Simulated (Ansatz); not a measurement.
Consider this model of amorphous Si₃₃N₄₀.

```xyz
73
Lattice="9.5643 -0.0351 0.1311 -0.0351 9.5086 0.0536 0.1311 0.0536 9.2473" Properties=species:S:1:pos:R:3 pbc="T T T"
Si     1.6211     6.3282     8.9484
Si     1.5165     2.3329     9.0309
Si     8.5960     8.6266     5.9174
Si     0.4878     1.8403     5.8896
Si     2.4453     4.9654     4.5707
Si     4.3953     0.6530     3.7834
Si     6.8593     3.4246     2.7868
Si     8.6551     4.3295     5.0942
Si     4.2177     2.3333     1.3574
Si     4.1485     7.5574     5.3636
Si     1.0378     4.3666     6.9896
Si     5.7109     1.9896     8.0877
Si     8.0156     1.2248     8.0758
Si     3.7785     4.2392     8.1597
Si     8.5163     6.5803     8.1495
Si     7.5007     5.9855     1.9223
Si     5.0936     3.2513     5.3868
Si     0.4045     9.2639     8.5746
Si     5.4734     5.4714     4.0999
Si     6.1592     8.4310     7.6071
Si     8.1858     4.1644     8.9019
Si     2.5353     8.8083     1.0883
Si     7.2424     1.4583     4.5684
Si     6.5737     8.1706     3.6352
Si     0.0044     3.7287     1.1551
Si     8.7871     1.0362     2.0745
Si     4.8031     5.0649     1.3298
Si     4.8523     9.1765     1.1287
Si     9.3556     8.5017     3.1021
Si     4.3843     7.0831     8.6074
Si     1.9848     8.1774     4.1854
Si     2.5619     4.6517     1.6349
Si     1.8150     2.2769     3.2804
N      4.1273     4.5972     4.9055
N      2.7360     6.6858     4.7000
N      1.5747     1.4952     4.7102
N      8.2079     4.4725     2.4575
N      4.8388     5.4191     8.8512
N      9.0948     5.0135     7.6305
N      7.2769     2.7910     8.3135
N      2.7626     7.3139     0.1562
N      1.5152     8.3691     2.4890
N      7.4136     1.7990     2.8531
N      7.4215     9.2494     4.7895
N      7.6703     7.6548     7.0908
N      1.0057     4.4902     5.3257
N      7.9426     7.4624     2.7331
N      5.4480     9.1973     2.7761
N      1.8729     0.4988     9.1370
N      6.4255     4.0418     4.4305
N      4.6835     3.0877     7.1449
N      3.3881     1.5657     2.6656
N      5.7863     5.9470     2.3993
N      5.6714     7.0708     4.6671
N      5.4439     1.6653     4.7779
N      0.2824     8.2346     4.6740
N      5.6526     8.0893     9.2647
N      7.5318     5.7706     0.2013
N      8.4749     2.4490     5.4305
N      3.0378     3.2188     0.3482
N      9.3207     0.3744     7.0237
N      4.6461     7.7043     7.0173
N      3.4424     9.0155     4.7242
N      1.1354     2.6566     7.3205
N      4.9352     1.2369     0.2862
N      8.5988     0.5562     0.2871
N      6.5252     0.6086     7.3935
N      1.0567     5.2435     1.0315
N      5.4261     3.4893     1.7432
N      0.4592     2.2694     2.1727
N      0.3890     7.5059     8.4772
N      2.3620     5.2026     7.7290
N      2.2200     3.9903     3.1396
```

Computed with PBE, scalar-relativistic without spin-orbit coupling (plane waves to 420 eV, PAW; Ansatz, a program for electronic structure). The usual formal charges leave 12 electrons over, so the level spacing at the Fermi energy parts defect or band states and needn't be the band gap.

Preparation: random packing, a CHGNet melt and quench, and a DFT relaxation. N atoms were pushed apart under 1.9 Å during the dynamics, to hinder bonds among them. The hot cell started wider than the set density and was brought back towards it in steps. It is the lowest in DFT energy of 2 quenches. It is a model cell: composition and starting density were chosen by hand, and all elements were melted together. No dispersion term was used. Its density started from a set value of 2.94 and ended at 2.94 g/cm³. The quench (nominally 380 K/ps over its main leg) was far faster than any real one, so the model tends to hold more defects than a real film. Values belong to this one cell and scatter from quench to quench. The volume was held where the preparation left it and the shape relaxed, at a PBE pressure of 1.1 GPa. Stress components on the final sampling reach 1.2 GPa. On a 2×2×2 Γ-centred mesh force components of up to 0.25 eV/Å stay, since the relaxation ran on the zone centre alone.

Cut-offs for bonds: Si-Si 2.60 Å, Si-N 2.12 Å, N-N 1.70 Å. Two cations that share two anions don't count as bonded, nor two that share one unless they lie closer than Si-Si 2.38 Å.

### Question
Give the coordination numbers, mean bond lengths and angles.

### Answer

- Mean coordination of Si by anions = 3.67 (1 with 2, 9 with 3, 23 with 4); 10 close contacts or bonds to cations besides
- Mean coordination of N = 3.02 (1 with 2, 37 with 3, 2 with 4)
- Mean Si-N bond = 1.771 Å (spread 0.059 Å, 121 counted)
- Mean Si-Si bond = 2.336 Å (spread 0.054 Å, 5 counted)
- Bond angle at Si = mean 109.2°, spread 12.8°
- Bond angle at N = mean 116.1°, spread 14.0°

### Question
Which atoms depart from the most common coordination of their element?

### Answer
Si8 has 2 (N59 1.92 Å, N46 1.95 Å); Si25 has 5 (N70 1.84 Å, N68 1.85 Å, N37 1.96 Å, Si21 2.26 Å, Si2 2.43 Å); N36 has 2 (Si4 1.64 Å, Si33 1.65 Å); N60 has 4 (Si9 1.79 Å, Si14 1.84 Å, Si2 1.98 Å, Si32 1.98 Å); N61 has 4 (Si3 1.84 Å, Si13 1.88 Å, Si18 1.88 Å, Si4 1.89 Å).
